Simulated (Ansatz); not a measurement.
Given:

```yaml
crystal:
  lattice:
    - [2.70429, 0.00000, 0.00000]
    - [-1.35214, 2.34198, 0.00000]
    - [0.00000, 0.00000, 4.34817]
  atoms:
    - { symbol: Ru, position: [0.66667, 0.33333, 0.75000] }
    - { symbol: Ru, position: [0.33333, 0.66667, 0.25000] }
```

No spin polarisation.

All numbers come from r2SCAN (Ansatz, an electronic-structure program; PAW; 500 eV plane waves; no spin-orbit coupling). Γ-centred 24×24×14 mesh, Fermi–Dirac width 0.1 eV.

**Question.** Predict the band gap and stress.

**Answer.** The band gap comes out as zero and the stress (xx, yy, zz, yz, xz, xy; compression positive) comes out as (-3.4, -3.4, -12.7, 0.0, 0.0, 0.0) GPa.

The cells carry an imposed strain or load. Whether these cells are dynamically stable was not tested. All final runs are without spin polarisation. The cell was made from Ru in the hcp (Mg type) structure (space group P6_3/mmc, No. 194) by this change: uniaxial strain ε_zz = +2.00 %.
